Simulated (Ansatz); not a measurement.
## TiAl under a change: isotropic strain +0.50 %

Start from TiAl (space group P4/mmm, No. 123; a = 2.796 Å, c = 4.038 Å; relaxed with 0.1 eV smearing).

Perturbation: an isotropic linear strain of +0.50 %; the atoms relax in the strained cell.

Level of theory: PBEsol, PAW, 420 eV (Ansatz, a first-principles code; no SOC). Settings: 21×21×14 k-points, 0.1 eV Fermi–Dirac smearing.

The volume per atom grows by 0.24 Å³, from 15.79 Å³ to 16.03 Å³ and the space group is still P4/mmm (No. 123). The shortest interatomic distance rises by 1.4 pm (279.6 pm → 281.0 pm) and the energy goes up by 1.3 meV/atom. The band gap is still zero.

Stability against distortions was not tested. All final runs are without spin polarisation.
